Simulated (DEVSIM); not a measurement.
Device: Ru/Al2O3/p-Ge capacitor, at 300 K.

Layer 1 from the left is Al2O3, thickness (nm) 2.90. Layer 2 from the left is Ge, thickness (nm) 3500, Na (cm⁻³) 2.9e16.

Metal gate on the left, work function 4.7 eV. Fixed charge at the semiconductor interface -2.9e10 cm⁻² (in units of +e); no interface traps.

Constants are typed, rounded textbook-type inputs, not results; the design itself was drawn at random and stands for no fabricated device. Values at 300 K.

Al2O3: gap (eV) 6.8, affinity (eV) 1.35, permittivity 9. Ge: gap (eV) 0.664, affinity (eV) 4, permittivity 16, Nc (cm⁻³) 1.04e19, Nv (cm⁻³) 6e18.

Question: Estimate by hand the flat-band voltage, the threshold voltage, and compare with a numerical solution.

Answer: 
- Flat-band voltage: C = 2.75 μF/cm², work-function difference 0.174 V; VFB = φms − qNf/C = 0.18 V; numerical 0.18 V.
- Threshold voltage: φF = 0.187 V, depletion charge √(4εqNφF) = 7.02e-8 C/cm²; VT = VFB + 2φF + Qd/C = 0.58 V; numerical 0.58 V.

DEVSIM, 1D Poisson equation in equilibrium, Boltzmann statistics, complete ionisation; no quantum confinement or tunnelling. Metal contacts follow the ideal Schottky-Mott rule: no Fermi-level pinning, no interface dipoles.
